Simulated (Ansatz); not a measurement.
Strongest site found for several adsorbates on hcp Sc (0001).

Calculation: PBE (plane waves to 420 eV, PAW; Ansatz, a program for electronic structure).

Counted are starts at which the adsorbate stayed whole and on top. Thin slabs; no dispersion, zero-point or thermal terms; negative values mean binding.

```json
[
 {"adsorbate, area an adsorbate": "F, 38 Å²", "reference": "½ F2(g)", "bonded to": "3 Sc", "E_ads (eV)": "…", "shortest bond to the host (Å)": "…"},
 {"adsorbate, area an adsorbate": "Cl, 38 Å²", "reference": "½ Cl2(g)", "bonded to": "3 Sc", "E_ads (eV)": "…", "shortest bond to the host (Å)": "…"},
 {"adsorbate, area an adsorbate": "F, 10 Å²", "reference": "½ F2(g)", "bonded to": "3 Sc", "E_ads (eV)": "-5.63", "shortest bond to the host (Å)": "2.22"},
 {"adsorbate, area an adsorbate": "H, 38 Å²", "reference": "½ H2(g)", "bonded to": "3 Sc", "E_ads (eV)": "-1.10", "shortest bond to the host (Å)": "2.10"},
 {"adsorbate, area an adsorbate": "Cl, 10 Å²", "reference": "½ Cl2(g)", "bonded to": "3 Sc", "E_ads (eV)": "-3.56", "shortest bond to the host (Å)": "2.57"},
 {"adsorbate, area an adsorbate": "Cu, 38 Å²", "reference": "an atom of fcc Cu", "bonded to": "3 Sc", "E_ads (eV)": "0.06", "shortest bond to the host (Å)": "2.69"},
 {"adsorbate, area an adsorbate": "H, 10 Å²", "reference": "½ H2(g)", "bonded to": "3 Sc", "E_ads (eV)": "-1.00", "shortest bond to the host (Å)": "2.15"}
]
```

### Question
What belongs in the gaps?

### Answer

- F, 38 Å², E_ads (eV): -5.87
- F, 38 Å², shortest bond to the host (Å): 2.17
- Cl, 38 Å², E_ads (eV): -3.83
- Cl, 38 Å², shortest bond to the host (Å): 2.64
